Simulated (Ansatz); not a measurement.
Consider the following.

```
O2Si
1.0
    4.99265     0.00000     0.00000
    0.00000     4.99265     0.00000
    0.00000     0.00000     6.93393
Si O
4 8
Direct
  0.30134   0.30134   0.50000
  0.19866   0.80134   0.75000
  0.69866   0.69866   0.00000
  0.80134   0.19866   0.25000
  0.10643   0.23861   0.32011
  0.26139   0.60643   0.57011
  0.89357   0.76139   0.82011
  0.73861   0.39357   0.07011
  0.60643   0.26139   0.42989
  0.76139   0.89357   0.17989
  0.39357   0.73861   0.92989
  0.23861   0.10643   0.67989
```

Space group of this cell: P4_12_12. The cell is taken as given.

Calculation: r2SCAN (plane waves, PAW; Ansatz, an electronic-structure program).

The current runs along the normal of the first two printed vectors; no spin-orbit coupling. Scaled by the factor s: both lengths across the current (ions clamped). Meshes 6×6×6 and 6×6 across the current in all rows.

| s | mean pressure (GPa) | slowest mid-gap decay constant κ (1/Å) |
|---|---|---|
| 0.98 | 7.8 | 0.553 |
| 1.00 | 0.1 | 0.545 |
| 1.02 | -6.4 | ? |

**Question.** Take the slope of the slowest mid-gap decay constant κ against ln s from the two given rows, extrapolate to s = 1.02, and say what the run there gives.

**Answer.** Slope = (0.553 − 0.545) / ln 0.98 = -0.396 1/Å. The line gives 0.545 + (-0.396) × ln 1.02 = 0.537 1/Å. The run gives 0.536 1/Å, 0.001 1/Å under the line, 15 % of the predicted step.
